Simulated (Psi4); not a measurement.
Psi4 1.11, BP86/def2-svp: Al(F)2(NCO) (O=C=[N][Al]([F])[F]), 6 atoms. The geometry is a generated start, not checked to be a minimum at this level.

```
Property                                             Value
--------------------------  ------------------------------
task                                                energy
method                                                bp86
basis                                             def2-svp
memory                                                3 GB
maxiter                                                100
keys of the molecule block                     symmetry c1
scf_type                                      df (default)
guess                       auto, which took SAD (default)
scf_initial_accelerator                    adiis (default)
e_convergence                              1e-06 (default)
d_convergence                              1e-06 (default)
dft_radial_points                             75 (default)
dft_spherical_points                         302 (default)
basis functions                                         88
grid points                                         130646
```

```xyz
6

Al     0.5807    -0.4828     0.9269
F      2.1601    -0.8942     0.8534
F     -0.2597    -0.8079     2.2916
N     -0.2170     0.2902    -0.4455
C     -0.8379     0.7318    -1.3684
O     -1.4263     1.1629    -2.2580
```

One run each on 2 threads. Values of diis_max_vecs tried: 3, 6, 10 (default), 20.

Task: Predict the course of the SCF iterations along this series.

Result: Fewest SCF iterations, within one of each other: 10 (default) with 10, 20 with 10. The count rises to 27 at 3. All converge to one solution.

```
diis_max_vecs  SCF iterations            end
-------------  --------------  -------------
3                          27  same solution
6                          12  same solution
10 (default)               10  same solution
20                         10  same solution
```
